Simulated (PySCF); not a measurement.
PySCF 2.14.0, unrestricted HF/def2-svp, df: Fe(Cl)2(NH3)2 ([NH3]->[Fe](<-[NH3])([Cl])[Cl]), charge 0, multiplicity 5, 11 atoms. The geometry is a generated start, not checked to be a minimum at this level.

```
Property                                  Result
-------------------------------  ---------------
task                                      energy
method                                        hf
basis                                   def2-svp
mol.max_memory                          16000 MB
mf.max_cycle                                 100
mf.DIIS                          CDIIS (default)
mf.diis_space                        8 (default)
basis functions (base settings)              125
```

Machine: one whole node, Arm Neoverse V2, 96 cores on 1 socket, no SMT, 1 L3 cache group.

Wall times, medians of two to five repeats, each run alone on the node (launch to exit). Unless noted, each process is bound to its own block of adjacent cores. The build: PyPI wheel: OpenMP (GNU), a bundled serial OpenBLAS 0.3.3 under its C layer, NumPy's threaded OpenBLAS held to generic ARMv8 kernels, libcint, Libxc; another build can shift the numbers. Scratch files lie in a memory file system.

All on 16 threads, 1 BLAS thread. Base settings, kept where nothing else is said: two_electron_scheme = density fitting, mf.conv_tol = 1e-09 (default), mf.init_guess = minao (default), mf.level_shift = 0 (default), newton = off (default). The candidates, on 16 cores each, agree within 1.0 meV/atom in energy, 0.050 in <S²>:
A. two_electron_scheme = exact four-centre integrals, newton = fitted Hessian
B. mf.init_guess = atom
C. mf.conv_tol = 1e-05 Hartree
D. mf.init_guess = huckel
E. two_electron_scheme = exact four-centre integrals
F. the base settings
G. mf.level_shift = 0.2 Hartree
H. newton = Hessian by the SCF's own integrals

Pick the fastest of these ways to run it.

C and E, at 1.5 s, level within 8 % or the scatter of repeats. At the other end A takes 9.3× as long.

| candidate | wall time | repeats | Fock builds (products with the orbital Hessian counted alike) |
|---|---|---|---|
| C | 1.5 s | 3 runs within 1 % | 21 |
| E | 1.5 s | 3 runs within 1 % | 42 |
| D | 1.7 s | 3 runs within 1 % | 25 |
| B | 2.1 s | 3 runs within 1 % | 35 |
| G | 2.1 s | 3 runs within 1 % | 37 |
| F | 2.3 s | 3 runs within 1 % | 42 |
| H | 13 s | 3 runs within 1 % | 164 |
| A | 14 s | 3 runs within 1 % | 190 |

From the slowest to the fastest: The count of Fock builds goes from 190 to 21. Launch, exit and the like take 0.38 s of the 1.5 s.
